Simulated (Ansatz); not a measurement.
We consider C (model structure, started from the beta-W type, Pm-3n, No. 223, 8 atoms in the cell), described by LDA in Ansatz (PAW).

Run with plane-wave cutoff 520 eV, 14×14×14 k mesh, Fermi–Dirac smearing 0.05 eV, scalar-relativistic PAW data made under PBE.

Cell (relaxed at this level):

```
C
1.0
    3.79200     0.00000     0.00000
    0.00000     3.79200     0.00000
    0.00000     0.00000     3.79200
C
8
Cartesian
  0.94800   0.00000   1.89600
  2.84400   0.00000   1.89600
  0.00000   1.89600   0.94800
  0.00000   1.89600   2.84400
  1.89600   0.94800   0.00000
  1.89600   2.84400   0.00000
  0.00000   0.00000   0.00000
  1.89600   1.89600   1.89600
```

Task: What does this level give for the bulk modulus B0?

Result: 
* **bulk modulus B0**: 182 GPa

The run finds no gap.

Note: the bulk modulus is −V dP/dV from two relaxed cells at ±2 % in volume; the relaxation could raise the start's symmetry but not lower it, so the cell can be a saddle point.

The result took about 50 core-seconds (a rough figure).

A model structure was made by putting elements into a prototype or built by hand; it is no filed structure, need not be a known phase, and can be a saddle point held by its symmetry.

Ansatz is a quantum-chemistry and plane-wave program.
